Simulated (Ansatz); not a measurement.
We consider Ta2O5 (Pbam, No. 55, 14 atoms in the cell; start mp-1104837), described by HSE06 (plane waves, PAW; Ansatz, a quantum-chemistry and plane-wave program).

From the output:

```
WARN the atoms were moved onto the symmetric positions of the space group found under crystal.symmetry.tolerance 1.0e-5 (fractional …
WARN output.stress: scf.exx.energy_threshold = 1e-6 eV is looser than the 1.4e-7 eV advised for a stress under a hybrid functional (1e-8 eV for each atom of …
Crystal: 14 atoms, lattice volume = 171.860 Å³
Basis set: ecut = 460 eV, 3841 PW (Γ), exchange–correlation on 90×54×108 points (8 copies of the dense FFT grid, shifted against one another)
Bands: 70, of which v1, the nominal top of the filled ones, is band 56 counted from 1 (55 counted from 0)
Symmetry: 8 space group operations
Space group: Pbam (ITA 55), of the structure as read, at distance tolerance 5.6e-5 Å
k-points: 36 of 96
SCF iter   1: F=—  HF=-45418.005877 eV  |F-HF|=—  |Δ(HF+E_count)|=         —  Δρ=7.28e-3  dr2=8.67e-2
SCF iter   2: F=—  HF=-45417.998245 eV  |F-HF|=—  |Δ(HF+E_count)|=   7.63e-3  Δρ=6.09e-3  dr2=5.23e-2
  ...
Crystal: 14 atoms, lattice volume = 171.860 Å³
Initial density: handed on by an earlier stage of this run
Crystal: 14 atoms, lattice volume = 171.860 Å³
SCF iter   5: F=—  HF=-45418.530320 eV  |F-HF|=—  |Δ(HF+E_count)|=   7.20e-8  Δρ=3.27e-6  dr2=1.37e-8
SCF iter   6: F=-45418.530320 eV  HF=-45418.530320 eV  |F-HF|=1.89e-10  |Δ(HF+E_count)|=   3.51e-9  Δρ=6.11e-7  dr2=1.38e-9
SCF 3 converged in 6 iterations: F = -45418.530320 eV  dr2 = 1.38e-9
Free energy (F): -45418.530320 eV
Internal energy: -45418.530320 eV  (E = F + TS)
E sigma→0 (E₀):  -45418.530320 eV
Fermi energy:    9.770754 eV
--- Forces (eV/Å), atoms counted from 1 ---
  atom   1  Ta     0.07334478    -0.00000000     0.03338290
  atom   2  Ta    -0.07334537    -0.00000000     0.03338161
  atom   3  Ta    -0.07334478     0.00000000    -0.03338290
  atom   4  Ta     0.07334537     0.00000000    -0.03338161
  atom   5  O      0.05043157    -0.00000000     0.09893177
  atom   6  O     -0.05043331    -0.00000000     0.09893088
  atom   7  O     -0.05043157     0.00000000    -0.09893177
  atom   8  O      0.05043331     0.00000000    -0.09893088
  atom   9  O      0.00000000    -0.00000000     0.00000000
  atom  10  O     -0.02839472     0.00000000    -0.03560699
  atom  11  O      0.00000000     0.00000000     0.00000000
  atom  12  O     -0.02839535    -0.00000000     0.03560649
  atom  13  O      0.02839535     0.00000000    -0.03560649
  atom  14  O      0.02839472    -0.00000000     0.03560699
--- Stress (GPa, compression-positive) ---
       -0.036642       0.000000       0.000000
        0.000000      -1.861335       0.000000
        0.000000       0.000000      -0.067514
  P = ⅓ Tr σ = -0.6552 GPa (-6.552 kbar)
```

Q: Write an input file that could have produced this run (the log leaves some choices open).

A: Several could match; the one computed here: 
Ansatz 0.2 input:
```yaml
crystal:
  lattice:
    - [6.1956629581, 0.0, 0.0000519576]
    - [0.0, 3.7865347452, 0.0]
    - [-0.0000673894, 0.0, 7.3256258287]
  atoms:
    - { symbol: Ta, position: [-0.0206045593, 0.0, -0.0119688275] }
    - { symbol: Ta, position: [0.0313207011, 0.0, 0.4880326837] }
    - { symbol: Ta, position: [0.5313247798, 0.0, 0.2274027199] }
    - { symbol: Ta, position: [0.4793902328, 0.0, 0.7273999695] }
    - { symbol: O, position: [-0.0464062139, 0.5, -0.0505482971] }
    - { symbol: O, position: [0.057117489, 0.5, 0.4494528784] }
    - { symbol: O, position: [0.5571240823, 0.5, 0.2659872445] }
    - { symbol: O, position: [0.4535844924, 0.5, 0.7659778862] }
    - { symbol: O, position: [0.2553594431, 0.0, 0.1077105096] }
    - { symbol: O, position: [0.8658734396, 0.0, 0.2473779241] }
    - { symbol: O, position: [0.7553532959, 0.0, 0.6077132371] }
    - { symbol: O, position: [0.3658697074, 0.0, 0.4680472931] }
    - { symbol: O, position: [0.1448371219, 0.0, 0.7473768006] }
    - { symbol: O, position: [0.644835988, 0.0, 0.9680479778] }
basis:
  ecutwfc: 460
  ecutrho_ratio: 4
  xc_grid: 2
kpoints:
  mp_grid: { grid: [4, 6, 4] }
hamiltonian:
  xc: hse06
  dispersion: none
  pseudopotentials: { kind: paw }
scf:
  occupations: { method: fermi_dirac, width: 0.01 }
  convergence: { dr2_threshold: 0.0000000014 }
output:
  forces: true
  stress: true
  eigenvalues: true
```

The PAW data were made under PBE.

Note: cell and atoms aren't relaxed at this level (largest force component 0.10 eV/Å, pressure -0.7 GPa).

It cost very roughly 13 core-minutes of CPU time.

A start named mp-… is a Materials Project structure, which need not be a measured phase.
